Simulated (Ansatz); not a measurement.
A computed series for LiNbO2: pressure series

Consider LiNbO₂ (space group P6_3/mmc, No. 194; a = 2.892 Å, c = 10.393 Å).

Cell and atoms are relaxed at each pressure.

Method: PBEsol (Ansatz, an electronic-structure program, PAW, without spin-orbit coupling).

| case | band gap | c/a ratio | lattice parameter a |
|---|---|---|---|
| base | 1.66 eV | 3.593 | 289.2 pm |
| pressure −2 GPa | 1.65 eV | 3.608 | 290.1 pm |
| pressure −1 GPa | 1.66 eV | 3.600 | 289.6 pm |
| pressure 0.3 GPa | 1.67 eV | 3.591 | 289.1 pm |
| pressure 0.7 GPa | 1.67 eV | 3.589 | 288.9 pm |
| pressure 1.5 GPa | 1.67 eV | 3.583 | 288.6 pm |
| pressure 3 GPa | 1.68 eV | 3.574 | 288.0 pm |
| pressure 5 GPa | 1.69 eV | 3.562 | 287.2 pm |
| pressure 7.5 GPa | 1.70 eV | 3.548 | 286.2 pm |
| pressure 10 GPa | 1.71 eV | 3.535 | 285.4 pm |

Load acts through the strain it causes; cell and atoms are relaxed under it. Stability against distortions was not tested. Competing high-pressure phases were not computed.
